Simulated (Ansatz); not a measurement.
Take Al₂CdS₄ (space group I-4, No. 82; a = 5.521 Å, c = 10.154 Å) as the base.

The values are results of DFT with PBEsol, PAW potentials and a 420 eV plane-wave cutoff in Ansatz (a quantum-chemistry and plane-wave program), spin-orbit coupling left out, not measurements.

Base values:

The band gap comes out as 2.82 eV and the gap character is indirect, k = (0.222, -0.222, 1/3) in the run's primitive reciprocal basis → Γ.

Modification: every lattice vector is stretched by 3.00 %; the atoms relax in the strained cell.

Task: How does this affect the energy relative to the base, band gap and gap character?

Result: The energy goes up by 21 meV/atom; the band gap falls by 0.40 eV to 2.42 eV; the gap character becomes indirect, X → Γ (base: indirect, k = (0.222, -0.222, 1/3) in the run's primitive reciprocal basis → Γ).

Whether these cells are dynamically stable was not tested.
